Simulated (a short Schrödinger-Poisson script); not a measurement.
Structure: symmetric double-gate stack, Si3N4 on p-type Si(100), at 300 K.

```csv
layer,material,thickness (nm),Na (cm⁻³)
1,Si3N4,1.8,-
2,Si,6,3e17
3,Si3N4,1.8,-
```

Constants are typed, rounded textbook-type inputs, not results; the design itself was drawn at random and stands for no fabricated device. Si3N4: permittivity 7.5, conduction-band edge (eV) 1.95, gap (eV) 5.1, electron mass (mₑ) 0.5. Si: permittivity 11.7, conduction-band edge (eV) 0, gap (eV) 1.124, Nv at 300 K (cm⁻³) 3.1e19.

Channel valleys (confinement mass, in-plane density-of-states mass, number): Δ2 0.916, 0.19, 2; Δ4 0.19, 0.417, 4. At the gates, both at one voltage, the conduction-band edge of layer 1 lies 2.05 eV − eVg above the Fermi level of the channel. Gaps are held at their typed values at every temperature. Mesh 0.03 nm at interfaces.

Solved with a short Schrödinger-Poisson script written for these runs: 1D Poisson equation in equilibrium, electrons quantum, Hartree (BenDaniel-Duke, 12 states a valley, the channel's in-plane mass for all, wave functions ending at the dielectric), parabolic valleys, classical holes, full ionisation, no traps, pinning or gate leakage.

The same stack at other levels of the model or other numerical settings:

```tsv
run	sheet density of all electrons at Vg = 0.8 V (cm⁻²)	sheet density of all electrons at Vg = 0.2 V (cm⁻²)	capacitance of both gates at Vg = 0.8 V (μF/cm²)	gate voltage at 1e11 electrons/cm² (V)	rough cost against the base
base	2.07e13	3.15e12	5.12	0.01	about 1
electrons treated as classical, Boltzmann	2.82e13	4.68e12	6.78	-0.02	0.06
electrons treated as classical, Fermi-Dirac	2.62e13	4.57e12	6.10	-0.02	0.1
mesh six times as coarse	2.07e13	3.16e12	5.13	0.01	0.3
```

The classical rows ignore confinement, and Boltzmann statistics overrate the density once the band edge passes the Fermi level.
